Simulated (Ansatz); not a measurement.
# rocksalt MgS (Fm-3m): a fit under hydrostatic pressure (both signs)

Cell and atoms relaxed with PBEsol to each stress σ (compression positive); gaps by PBEsol with spin-orbit coupling, rigid bands (plane waves, PAW; Ansatz, a program for electronic structure). Unloaded cell: a = 3.6641 Å, b = 3.6641 Å, c = 3.6641 Å, α = 60.00°, β = 60.00°, γ = 60.00°.

| σ (GPa) | ln(V/V₀) (%) | gap (eV) |
|---|---|---|
| 0 | 0 | 2.697 |
| -2.00 | 2.71 | 2.642 |
| 2.00 | -2.43 | 2.744 |
| 10.00 | -10.36 | 2.894 |

**Question.** Fit E_g = 2.697 eV + aσ + bσ² and ε = cσ + dσ² to the loaded rows by least squares.

**Answer.** a = 0.0257 eV/GPa, b = -5.97e-04 eV/GPa²; c = -1.29 %/GPa, d = 0.0253 %/GPa².

**Question.** One run was withheld, at σ = 5.00 GPa. Predict its gap and its ln(V/V₀), then set them beside the run.

**Answer.** E_g = 2.697 + (0.0257)(5.00) + (-5.97e-04)(5.00)² = 2.811 eV and ε = (-1.29)(5.00) + (0.0253)(5.00)² = -5.82 %. The run gave 2.806 eV and -5.70 %, misses of 0.005 eV and 0.12 percentage points.

Gaps are resolved to about 0.01 eV; third decimals are kept for the arithmetic. Every relaxation keeps the rocksalt phase (space group Fm-3m under this load), so a transition, a distortion that breaks the symmetry or fracture can't show.
